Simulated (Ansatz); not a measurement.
Take BN (space group R3m, No. 160; a cell from a computed database, its experimental status unchecked; layered, stacked along the Cartesian z axis) as the base.

```
BN
1.0
    1.25012     0.72176     3.25233
   -1.25012     0.72176     3.25233
    0.00000    -1.44351     3.25233
B N
1 1
Direct
  0.99970   0.99970   0.99970
  0.33274   0.33274   0.33274
```

Cartesian axes are those of the cell as printed.

The values are results of DFT with r2SCAN+rVV10, PAW potentials and a 500 eV plane-wave cutoff in Ansatz (a quantum-chemistry and plane-wave program), no spin-orbit coupling, not measurements.

Perturbation: the cell is scaled by 0.9724 in all directions, atoms relaxed at fixed cell.

**Question.** Predict the stress tensor and what it implies for the stiffness.

**Answer.** Stress of the strained cell less that of the base (GPa, compression positive):
```
  36.83    0.00    0.00
   0.00   36.83    0.00
   0.00    0.00    1.24
```

Then B = −ΔP/(ΔV/V₀) with ΔV/V₀ = -0.0805 gives secant stiffness values (nonlinear terms included at this strain): B (at held cell shape, above the free-shape value) ≈ 310 GPa.

As a check, the harmonic strain energy −½ V₀ Δσ:ε is 57 meV/atom; the computed energy rise is 52 meV/atom.

Whether these cells are dynamically stable was not tested.
